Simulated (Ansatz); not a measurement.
Start from BN in the zinc blende structure (space group F-43m, No. 216; a = 3.606 Å). Axes: x, y, z lie along the cube axes.

One thing is altered: tensile biaxial strain of 1.78 % in the plane normal to [001], as in epitaxy on a mismatched substrate; the out-of-plane cell vector and the atoms relax.

Levels (all Ansatz, a first-principles code, PAW): PBEsol (420 eV, no spin-orbit coupling); r2SCAN (500 eV, spin-orbit coupling left out); HSE06 (420 eV, spin-orbit coupling left out).

One geometry, relaxed with PBEsol, under each level:

```tsv
level	band gap	lowest conduction level above the VBM at special points	electron mass	hole mass	pressure
PBEsol	3.82 eV	M 3.82 eV; X 4.26 eV; S 6.06 eV; S₀ 6.06 eV	0.86 mₑ along k, 0.30 mₑ across (at M)	0.51 mₑ (at Γ)	-9.91 GPa
r2SCAN	4.51 eV	M 4.51 eV; X 4.96 eV; S 6.79 eV; S₀ 6.79 eV	0.84 mₑ along k, 0.30 mₑ across (at M)	0.48 mₑ out of plane, 0.51 mₑ in plane (at Γ)	-8.87 GPa
HSE06	5.30 eV	M 5.30 eV; X 5.75 eV; S 7.64 eV; Γ 10.19 eV	–	–	–
```

Single points use the geometry relaxed with PBEsol. Their cutoffs differ, which shifts pressures a little. HSE06 was sampled on its mesh, a few special points and the semilocal edge points, so its gap is an upper bound. Masses are band curvatures over ±0.01 Å⁻¹ around the edge. Along k means along the line from Γ to the band edge. Whether these cells are dynamically stable was not tested. Labels are those of the standard path for the cell's own space group.
